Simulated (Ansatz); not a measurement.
The reference is W in the diamond structure (space group Fd-3m, No. 227; a = 5.755 Å; a hypothetical phase, not in the database extracts checked).

Levels (all Ansatz, a program for electronic structure, PAW): PBEsol (420 eV, no spin-orbit coupling); PBEsol+SOC (420 eV, spin-orbit coupling included).

The geometry is relaxed with PBEsol.

PBEsol pressure: 0.0 GPa

With PBEsol+SOC at the same geometry, the pressure goes from zero to 0.4 GPa.

Single points use the geometry relaxed with PBEsol. Differences between runs with and without spin-orbit coupling are approximate. Whether these cells are dynamically stable was not tested. The runs without spin-orbit coupling are not spin-polarised.
